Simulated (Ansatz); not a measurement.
## SiO2, response to strain

Consider SiO$_{2}$ (space group Pbcn, No. 60; a = 4.081 Å, b = 5.041 Å, c = 4.496 Å; a model cell, its experimental status unchecked). Axes: x, y, z lie along a, b, c of the conventional cell.

Strains are applied to the cell and any free atomic positions relax; under stress the whole cell relaxes.

Level of theory: PBEsol in Ansatz (plane waves to 420 eV, PAW, spin-orbit coupling left out).

Notes on the quantities. band gap: an upper bound: an edge found on the path is not a true extremum; the base alone; energy relative to the base: free energy F.

| change | band gap | energy relative to the base | volume per atom | space group |
|---|---|---|---|---|
| base | 5.63 eV | 0 meV/atom | 7.71 Å³ | Pbcn (No. 60) |
| isotropic strain +2.51 % | 4.39 eV | [?] | 8.30 Å³ | Pbcn (No. 60) |
| uniaxial stress, 0.5 GPa compression along z | 5.64 eV | 0.0 meV/atom | 7.70 Å³ | Pbcn (No. 60) |
| tensor shear ε_xz = −3.89 % | 5.37 eV | [?] | 7.70 Å³ | P2/c (No. 13) |

Some entries are withheld; estimate them.


- isotropic strain +2.51 %, energy relative to the base: +39 meV/atom
- tensor shear ε_xz = −3.89 %, energy relative to the base: +33 meV/atom

Stability under load was not tested beyond the relaxation. The base started in Pca2_1 and relaxed to Pbcn at this level.

Ansatz is a first-principles code.
